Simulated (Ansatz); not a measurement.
System: CsCl-type NiAl. Method: PBEsol (PAW; Ansatz, a program for electronic structure).

Numerical settings: plane-wave cutoff 520 eV, 16×16×16 k mesh, Fermi–Dirac smearing 0.1 eV, perturbation theory, force constants from a 4×4×4 q mesh, no spin polarisation, scalar-relativistic PAW data made under PBE.

Computed at the level's own relaxed cell.

```cif
data_AlNi
_chemical_formula_sum 'Al1 Ni1'
_space_group_name_H-M_alt 'Pm-3m'
_space_group_IT_number 221
_space_group_name_Hall '-P 4 2 3'
_cell_length_a 2.86227
_cell_length_b 2.86227
_cell_length_c 2.86227
_cell_angle_alpha 90.000
_cell_angle_beta 90.000
_cell_angle_gamma 90.000
loop_
_atom_site_label
_atom_site_type_symbol
_atom_site_symmetry_multiplicity
_atom_site_Wyckoff_symbol
_atom_site_fract_x
_atom_site_fract_y
_atom_site_fract_z
_atom_site_occupancy
Al1 Al 1 b 0.50000 0.50000 0.50000 1
Ni1 Ni 1 a 0.00000 0.00000 0.00000 1
```

Harmonic phonon frequencies (cm⁻¹; i marks an imaginary mode):

```tsv
q point	frequencies
Γ	0 0 0 302 302 302
R	170 170 170 343 343 343
```

No imaginary mode appears at these points.
